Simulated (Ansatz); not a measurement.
The reference is SiO2 (space group P4_12_12, No. 92).

```xyz
12
Lattice="5.0298 0.0000 0.0000 0.0000 5.0298 0.0000 0.0000 0.0000 7.0120" Properties=species:S:1:pos:R:3 pbc="T T T"
Si     1.4979     1.4979     0.0000
Si     4.0128     1.0170     5.2590
Si     1.0170     4.0128     1.7530
Si     3.5319     3.5319     3.5060
O      1.2056     0.5098     1.2485
O      3.7205     2.0051     4.0105
O      1.3093     3.0246     0.5045
O      3.8242     4.5200     4.7545
O      4.5200     3.8242     2.2575
O      2.0051     3.7205     3.0015
O      3.0246     1.3093     6.5075
O      0.5098     1.2056     5.7635
```

Cartesian axes are those of the cell as printed.

Method: DFT with PBEsol, PAW potentials and a 420 eV plane-wave cutoff in Ansatz (an electronic-structure program), no spin-orbit coupling.

For the base:

* **Band gap**: 5.57 eV
* **Electron mass**: 0.54 mₑ (at Γ)
* **Gap character**: direct at Γ
* **Hole mass**: 1.4 mₑ along c, 1.7 mₑ across (at Γ)

Perturbation: biaxial strain +0.95 %, plane normal [001], relaxed out of plane (Cartesian); in-plane vectors clamped, the third vector and the atoms free.

Predict the new band gap.

The band gap drops by 0.03 eV (5.57 eV → 5.54 eV).

Predict the new electron mass.

The electron mass changes from 0.54 mₑ (at Γ) to 0.55 mₑ (at Γ).

Predict the new gap character.

The gap character remains direct at Γ.

What does the calculation give for the hole mass after the change?

The hole mass changes from 1.4 mₑ along c, 1.7 mₑ across (at Γ) to 1.6 mₑ out of plane, 1.8 mₑ in plane (at Γ).

Effective masses come from finite differences of ±0.01 Å⁻¹. No phonon test of stability was made.
